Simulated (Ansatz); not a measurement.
Be$_{2}$Si (space group Fm-3m, No. 225; a model cell, its experimental status unchecked)

```xyz
3
Lattice="0.0000 2.6419 2.6419 2.6419 0.0000 2.6419 2.6419 2.6419 0.0000" Properties=species:S:1:pos:R:3 pbc="T T T"
Si     0.0000     0.0000     0.0000
Be     1.3209     1.3209     1.3209
Be     3.9628     3.9628     3.9628
```

Method: Kohn–Sham DFT with the PBE functional, run in Ansatz (a first-principles code) with PAW and 420 eV plane waves, no spin-orbit coupling. k-mesh 15×15×15 (Γ-centred); smearing 0.05 eV (Fermi–Dirac).

| Property | Value |
|---|---|
| Volume per atom | 12.29 Å³ |
| Density | 2.08 g/cm³ |
| Band gap | zero |
| Total energy | -273.540 eV/atom (σ→0; compares only within this code and set-up) |

No phonon test of stability was made. All final runs are without spin polarisation.
